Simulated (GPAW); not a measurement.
```
MgSc3Ru2
1.0
    3.26799     0.00000     0.00000
    0.00000     3.26799     0.00000
    0.00000     0.00000    10.92427
Mg Sc Ru
1 3 2
Direct
  0.50000   0.50000   0.50000
  0.00000   0.00000   0.00000
  0.00000   0.00000   0.71455
  0.00000   0.00000   0.28545
  0.50000   0.50000   0.84736
  0.50000   0.50000   0.15264
```

Level of theory: LDA (Perdew-Wang 92), GPAW PAW datasets LDA (gpaw-data 1.0.1) (plane waves; GPAW 25.7.0).

The set-up and first iterations of a GPAW log for MgSc₃Ru₂ (P4/mmm, 6 atoms in the cell):

```
Input parameters:
  convergence: {forces: 0.001}
  kpts: [7 7 3]
  maxiter: 120
  mode: {ecut: 850,
         name: pw}
  nbands: -14
  occupations: {name: fermi-dirac,
                width: 0.1}
  symmetry: {symmorphic: False,
             tolerance: 0.0005}

species:
  Mg:
    name: Magnesium
    Z: 12.0
    valence: 10
    core: 2
    charge: 0.0
    file: Mg.LDA.gz

    # Using partial waves for Mg as LCAO basis

  Sc:
    name: Scandium
    Z: 21.0
    valence: 11
    core: 10
    charge: 0.0
    file: Sc.LDA.gz

    # Using partial waves for Sc as LCAO basis

  Ru:
    name: Ruthenium
    Z: 44.0
    valence: 16
    core: 28
    charge: 0.0
    file: Ru.LDA.gz

    # Using partial waves for Ru as LCAO basis

Reference energy: -313898.944564  # eV

Spin-paired calculation

Convergence criteria:
 Maximum [total energy] change in last 3 cyles: 0.0005 eV / valence electron
   [... lines left out ...]

Density mixing:
  Method: separate
  Backend: pulay
  Linear mixing parameter: 0.05
  old densities: 5
  Damping of long wavelength oscillations: 50

Hamiltonian:
  XC and Coulomb potentials evaluated on a 48*48*150 grid
  External potential:
    NoExternalPotential

Number of atoms: 6
Number of atomic orbitals: 73
Number of bands in calculation: 51
Number of valence electrons: 75
Bands to converge: occupied

Density initialized from atomic densities
  51 bands from LCAO basis set

Atomic positions and initial magnetic moments

Positions:
   0 Mg     1.633995    1.633995    5.462137    ( 0.0000,  0.0000,  0.0000)
   1 Sc     0.000000    0.000000    0.000000    ( 0.0000,  0.0000,  0.0000)
   2 Sc     0.000000    0.000000    7.805941    ( 0.0000,  0.0000,  0.0000)
   3 Sc     0.000000    0.000000    3.118334    ( 0.0000,  0.0000,  0.0000)
   4 Ru     1.633995    1.633995    9.256794    ( 0.0000,  0.0000,  0.0000)
   5 Ru     1.633995    1.633995    1.667481    ( 0.0000,  0.0000,  0.0000)

Unit cell:
           periodic     x           y           z      points  spacing
  1. axis:    yes    3.267991    0.000000    0.000000    24     0.1362
  2. axis:    yes    0.000000    3.267991    0.000000    24     0.1362
  3. axis:    yes    0.000000    0.000000   10.924275    75     0.1457

  Lengths:   3.267991   3.267991  10.924275
  Angles:   90.000000  90.000000  90.000000

Effective grid spacing dv^(1/3) = 0.1393
     iter     time        total  log10-change:
                         energy   eigst   dens  force
iter:   1 --:--:--   -44.280001
iter:   2 --:--:--   -43.673263   -0.06  -1.28
iter:   3 --:--:--   -42.364941   -0.26  -1.35
iter:   4 --:--:--   -42.212962   -0.68  -1.58
iter:   5 --:--:--   -42.025541   -1.07  -1.69
iter:   6 --:--:--   -41.998346   -1.82  -1.93
iter:   7 --:--:--   -41.987591   -1.55  -1.98
iter:   8 --:--:--   -41.990886c  -2.01  -2.19
iter:   9 --:--:--   -41.972046c  -2.85  -2.41
iter:  10 --:--:--   -41.959853c  -2.94  -2.44
iter:  11 --:--:--   -41.953576c  -2.63  -2.66
iter:  12 --:--:--   -41.953214c  -3.65  -3.23
```

**Question.** How does the run end?

**Answer.** The run converged in 25 iterations. Convergence of the loop says nothing yet on basis, mesh or lower states. It ends on: free energy E − TS (from the program's reference atoms) -42.0152 eV; Fermi level (on the code's own zero) 6.83 eV; pressure -8.76 GPa; largest force (vector length) 0.601 eV/Å. The log goes on:

```
   [... 2 lines left out ...]
iter:  15 --:--:--   -41.953070c  -4.64  -3.48
iter:  16 --:--:--   -41.953053c  -5.02  -3.66
iter:  17 --:--:--   -41.953013c  -5.63  -3.80
iter:  18 --:--:--   -41.952992c  -5.80  -3.90
iter:  19 --:--:--   -41.952985c  -5.94  -4.04c
iter:  20 --:--:--   -41.952975c  -6.24  -4.27c
iter:  21 --:--:--   -41.952973c  -6.63  -4.30c
iter:  22 --:--:--   -41.952977c  -6.18  -4.33c
iter:  23 --:--:--   -41.952972c  -7.05  -4.53c
iter:  24 --:--:--   -41.952973c  -7.63c -4.63c
iter:  25 --:--:--   -41.952975c  -7.86c -4.76c -3.51c
Converged after 25 iterations.

Dipole moment: (-0.000000, -0.000000, 0.000000) |e|*Ang

Energy contributions relative to reference atoms: (reference = -313898.944564)

Kinetic:        -21.175722
Potential:      +15.216166
External:        +0.000000
XC:             -35.879545
Entropy (-ST):   -0.124469
Local:           -0.051639
SIC:             +0.000000
--------------------------
Free energy:    -42.015210
Extrapolated:   -41.952975

Showing only first 2 kpts
 Kpt  Band  Eigenvalues  Occupancy
  0    35      6.24591    1.99417
  0    36      6.31632    1.98825
  0    37      6.53035    1.90431
  0    38      7.51733    0.00206

  1    35      6.24566    1.99419
  1    36      6.31641    1.98824
  1    37      6.53025    1.90441
  1    38      7.54528    0.00156

Fermi level: 6.82943

No gap
No difference between direct/indirect transitions
Energy (eV): -41.952975

Forces in eV/Ang:
  0 Mg   -0.00000   -0.00000    0.00000
  1 Sc    0.00000    0.00000    0.00000
  2 Sc    0.00000    0.00000    0.60136
  3 Sc    0.00000    0.00000   -0.60136
  4 Ru    0.00000    0.00000   -0.07355
  5 Ru    0.00000    0.00000    0.07355

Stress tensor:
     0.055127     0.000000     0.000000
     0.000000     0.055127     0.000000
     0.000000     0.000000     0.053866
Stress (GPa, Voigt): [8.8323 8.8323 8.6303 0.     0.     0.    ]
```

For comparison: a first run (DFT PBEsol, plane waves, GPAW PAW datasets PBEsol (made by gpaw-setup)) was changed to give this one (xc: PBEsol → LDA; potentials: GPAW PAW datasets LDA (gpaw-data 1.0.1)), and from it to this one the pressure goes from -5.28 to -8.76 GPa and the largest force goes from 0.379 to 0.601 eV/Å.

The starting cell comes from a database of computed structures (which also holds hypothetical and non-ambient phases and stackings), without a prior relaxation at this level. Its lattice was rescaled by a random factor within 2.5 % of one. Spin polarisation is off. With a pressure of about -9 GPa the cell is away from its equilibrium volume at this level.

The run was DFT LDA (Perdew-Wang 92), plane waves, GPAW PAW datasets LDA (gpaw-data 1.0.1). Main settings of its input:

| key | value |
|---|---|
| mode | pw |
| ecut | 850 eV |
| xc | LDA |
| kpts | 7 7 3 |
| mesh shift (steps) | 0 0 0 |
| occupations.name | fermi-dirac |
| occupations.width | 0.1 eV |
| nbands | -14 |
| convergence.forces | 0.001 eV/Å |
| symmetry.symmorphic | false |
| symmetry.tolerance | 0.0005 |
| maxiter | 120 |
